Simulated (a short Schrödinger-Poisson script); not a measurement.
From a short Schrödinger-Poisson script (our own, NumPy): one-band effective-mass equation with BenDaniel-Duke matching, electrons, heavy and light holes apart, hard walls at the outer ends, one valence edge for both holes (no strain splitting), no charge, excitons, band mixing or non-parabolicity; under a field the levels are quasi-bound states of a box, listed while three quarters of their weight lies within 4 nm of the wells.

System: single InAs/In0.52Al0.48As quantum well.

From the first side: 20 nm In0.52Al0.48As; 15 nm InAs; 20 nm In0.52Al0.48As.

Constants are typed, rounded textbook-type inputs, not results; the design itself was drawn at random and stands for no fabricated device. InAs: direct gap (eV) 0.45, conduction-band edge (eV) 0, electron mass (mₑ) 0.03, heavy-hole mass 0.35, light-hole mass 0.035. In0.52Al0.48As: direct gap (eV) 1.45, conduction-band edge (eV) 0.75, electron mass (mₑ) 0.075, heavy-hole mass 0.41, light-hole mass 0.09.

The valence-band edge of each layer lies one gap below its conduction-band edge. The electron's potential energy rises along the stack by the applied field. Mesh 0.03 nm at interfaces.

### Question
Give the e2 − e1 (meV); the shift of e1-hh1 at 52.5 kV/cm (meV); the e1 above the well's band edge (meV).

### Answer
e2 − e1 (meV): 106; shift of e1-hh1 at 52.5 kV/cm (meV): -16.4; e1 above the well's band edge (meV): 34.5. Excitons are left out, and strain enters only through the typed gaps and offsets, so measured lines lie elsewhere.
